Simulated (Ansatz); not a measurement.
Consider CrO₂ in the rutile structure (space group P4_2/mnm, No. 136; ferromagnetic).

```
CrO2
1.0
    4.44489     0.00000     0.00000
    0.00000     4.44489     0.00000
    0.00000     0.00000     2.92127
Cr O
2 4
Direct
  0.00000   0.00000   0.00000
  0.50000   0.50000   0.50000
  0.30359   0.30359   0.00000
  0.80359   0.19641   0.50000
  0.19641   0.80359   0.50000
  0.69641   0.69641   0.00000
```

Cartesian axes are those of the cell as printed.

All numbers come from PBE (Ansatz, a first-principles code, PAW, no spin-orbit coupling), earlier PAW set.

For the base:

The largest site moment comes out as 1.75 μB and the volume per atom is 9.62 Å³.

It is then changed as follows: biaxial strain −1.25 %, plane normal [001], relaxed out of plane (Cartesian); in-plane vectors clamped, the third vector and the atoms free.

### Question
Estimate the effect on the largest site moment and volume per atom.

### Answer
The largest site moment is nearly the same (1.75 μB against 1.73 μB); the volume per atom decreases by 0.15 Å³ (9.62 Å³ → 9.47 Å³).

No phonon test of stability was made. No Hubbard U is applied and the magnetic state is the run's own (CrO2 ferromagnetic); small cells can't hold the antiferromagnetic order that many such compounds have, so gaps and moments can be off.
